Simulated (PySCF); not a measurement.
PySCF 2.14.0, WB97X/def2-svpd, df: [O]=[Pb], 2 atoms. The geometry is a generated start, not checked to be a minimum at this level.

```
Item                                                Result
-------------------------  -------------------------------
task                                                energy
method                                               wb97x
basis                                            def2-svpd
two-electron scheme                        density fitting
mol.max_memory                                     3000 MB
mf.max_cycle                                           100
mf.conv_tol                                1e-09 (default)
mf.grids.level                                 3 (default)
effective core potentials  those of the basis set, past Kr
basis functions                                         55
grid points                                          37312
```

```xyz
2

Pb     0.0322    -0.0175    -0.9583
O     -0.0322     0.0175     0.9583
```

With the defaults (mf.DIIS = CDIIS, mf.diis = true, mf.init_guess = minao, mf.diis_damp = 0, mf.level_shift = 0, mf.diis_space = 8, mf.damp = 0, mf.diis_start_cycle = 1) it converges in 13 Fock builds. One run each on 2 threads, 1 BLAS thread, with these changes:
- mf.DIIS = EDIIS
- mf.damp = 0.7, mf.diis_start_cycle = 8
- mf.diis_damp = 0.3
- mf.level_shift = 1 Hartree
- mf.diis_space = 3
- mf.init_guess = mod_huckel
- mf.damp = 0.3, mf.diis_start_cycle = 4
- mf.diis = false
- mf.diis_space = 5

Task: Name the settings that don't reach the solution of the defaults.

Result: No convergence: mf.DIIS = EDIIS; mf.diis = false (the run ends without SCF convergence in 100 cycles). The rest reach the solution of the defaults.

| setting | Fock builds | end |
|---|---|---|
| the defaults | 13 | same solution |
| mf.diis_damp = 0.3 | 13 | same solution |
| mf.diis_space = 5 | 13 | same solution |
| mf.init_guess = mod_huckel | 14 | same solution |
| mf.diis_space = 3 | 14 | same solution |
| mf.damp = 0.7, mf.diis_start_cycle = 8 | 17 | same solution |
| mf.damp = 0.3, mf.diis_start_cycle = 4 | 17 | same solution |
| mf.level_shift = 1 Hartree | 30 | same solution |
| mf.DIIS = EDIIS | 101 | no convergence |
| mf.diis = false | 101 | no convergence |
